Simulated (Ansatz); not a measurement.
# Zinc-blende SrO (model structure): properties by level of theory

```tsv
level (code)	lattice constant a (Å)	formation enthalpy (eV/atom)
PBE-D3(BJ) (Ansatz)	5.569	-2.662
r²SCAN (Ansatz)	5.584	-2.768
r²SCAN-D4 (Ansatz)	5.573	___
```

Question: Fill in the missing entries.

Answer: 
- r²SCAN-D4 (Ansatz, a quantum-chemistry and plane-wave program), formation enthalpy (eV/atom): -2.798

Ansatz's density-functional and Hartree–Fock values are scalar-relativistic unless marked +SOC, with PAW data made under PBE.

Computed values are for the static lattice.

A model structure was made by putting elements into a prototype or built by hand; it is no filed structure, need not be a known phase, and can be a saddle point held by its symmetry.
